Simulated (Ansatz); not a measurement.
**Response to strain in BN**

Consider BN in the wurtzite structure (space group P6_3mc, No. 186; a = 2.5545 Å, c = 4.2246 Å).

Strains are applied to the cell and any free atomic positions relax.

Method: Ansatz (a quantum-chemistry and plane-wave program) PBE, without spin-orbit coupling.

| isotropic strain (%) | band gap (eV) |
|---|---|
| 0 | 5.23 |
| 0.6 | 5.26 |
| 1.2 | ? |
| 1.8 | 5.33 |
| 2.4 | 5.36 |
| 3 | 5.39 |

Task: Fit E_g = E₀ + Dε (ε in %) to the rows shown and predict the withheld row.

Result: Least squares on the printed values gives E₀ = 5.23 eV, D = 54.1 meV per % of strain (largest residual 0.00 eV); this predicts 5.29 eV, and the run gives 5.30 eV, in agreement.

Stability against distortions was not tested.
